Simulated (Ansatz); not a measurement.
IrRh3 (Pm-3m): resistivity and electron-phonon coupling

Given:

```xyz
4
Lattice="3.7909 0.0000 0.0000 0.0000 3.7909 0.0000 0.0000 0.0000 3.7909" Properties=species:S:1:pos:R:3 pbc="T T T"
Ir     0.0000     0.0000     0.0000
Rh     0.0000     1.8954     1.8954
Rh     1.8954     0.0000     1.8954
Rh     1.8954     1.8954     0.0000
```

Method: PBEsol, DFPT electron-phonon coupling, linearised Boltzmann equation (plane waves, PAW, scalar-relativistic; Ansatz, a quantum-chemistry and plane-wave program). How the cell was made: relaxed with this functional, without spin-orbit coupling.

The resistivity at 300 K is 5.5 μΩ·cm. The resistivity at 77 K comes out as 0.55 μΩ·cm. The electron mean free path at 300 K (weighted by the current that each state carries) comes out as 7.2 nm and the electron-phonon coupling λ is 0.40. The transport coupling λ_tr is 0.44. The logarithmic mean phonon energy is 21 meV, the density of states at the Fermi level is 2.4 states/(eV·spin·cell) and the Hall coefficient at 300 K comes out as 6.4 ×10⁻¹¹ m³/C.

A metal at this level (no band gap). Only scattering by harmonic phonons is included (no impurities, grain boundaries, electron-electron scattering or thermal expansion). Spin-orbit coupling is left out, which matters with elements this heavy. The run warned that the eigensolver left some states short of its tolerance. Halving the electron mesh (24x24x24) moves the resistivity by up to 12 % at 300 K, the mean free path by up to 5 %, the coupling by up to 2 %. Smearing 0.20 eV; phonons on a 4x4x4 q mesh, which this run doesn't test and which matters most at low temperature.

Computed structure, not matched to a measured one here, so possibly hypothetical: IrRh3 (Pm-3m).
